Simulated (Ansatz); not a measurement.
Band structure of a (111) slab of SnO2 (cut from a parent of space group no. 136; 18 atoms in the cell).

```yaml
crystal:
  lattice:
    - [5.75876, 0.00000, 0.00000]
    - [-1.79581, 5.47160, 0.00000]
    - [0.00000, 0.00000, 20.70930]
  atoms:
    - { symbol: Sn, position: [0.65261, 0.34739, 0.33801] }
    - { symbol: Sn, position: [0.27147, 0.72853, 0.39410] }
    - { symbol: Sn, position: [0.89032, 0.10968, 0.45019] }
    - { symbol: Sn, position: [0.50918, 0.49082, 0.50628] }
    - { symbol: Sn, position: [0.12803, 0.87197, 0.56237] }
    - { symbol: Sn, position: [0.74689, 0.25311, 0.61846] }
    - { symbol: O, position: [0.95858, 0.65336, 0.33801] }
    - { symbol: O, position: [0.34664, 0.04142, 0.33801] }
    - { symbol: O, position: [0.66968, 0.33032, 0.43763] }
    - { symbol: O, position: [0.87325, 0.12675, 0.35057] }
    - { symbol: O, position: [0.19629, 0.41565, 0.45019] }
    - { symbol: O, position: [0.58435, 0.80371, 0.45019] }
    - { symbol: O, position: [0.90739, 0.09261, 0.54981] }
    - { symbol: O, position: [0.11096, 0.88904, 0.46275] }
    - { symbol: O, position: [0.43400, 0.17794, 0.56237] }
    - { symbol: O, position: [0.82206, 0.56600, 0.56237] }
    - { symbol: O, position: [0.14511, 0.85489, 0.66199] }
    - { symbol: O, position: [0.34867, 0.65133, 0.57493] }
```

Method: PBEsol, PAW files made with PBE (plane waves; Ansatz, a first-principles code).

Settings: kpoints.mp_grid.grid = 3 3 1; hamiltonian.xc = pbesol; hamiltonian.pseudopotentials = {kind: paw} (the program's default PAW files); scf.occupations.method = fermi_dirac; scf.occupations.width = 0.0073 Ry; kpoints.band_path.npoints = 16.

The starting cell comes from a database of computed structures (which also holds hypothetical and non-ambient phases and stackings), without a prior relaxation at this level. The slab is cut from that crystal, and its faces are unrelaxed. Its lattice was rescaled in the plane by a random factor within 2.5 % of one. Spin polarisation is off, though cut faces can carry moments; the slab shows no gap. The two faces of this cut differ, and no dipole correction was used.

Levels in eV from the Fermi level, bands 75 to 82:
| point | 75 | 76 | 77 | 78 | 79 | 80 | 81 | 82 |
|---|---|---|---|---|---|---|---|---|
| Γ | -0.46 | -0.34 | -0.15 | -0.04 | -0.03 | 0.07 | 2.70 | 3.35 |
| X | -0.56 | -0.37 | -0.23 | -0.12 | 0.05 | 0.72 | 2.26 | 4.32 |
| A1 | -0.56 | -0.37 | -0.23 | -0.12 | 0.05 | 0.72 | 2.26 | 4.32 |
| Y | -0.56 | -0.37 | -0.19 | -0.15 | 0.02 | 0.25 | 2.32 | 4.24 |

Bands cross the Fermi level along this path, so the cell is metallic at this level.

Keys are those of Ansatz 0.2.
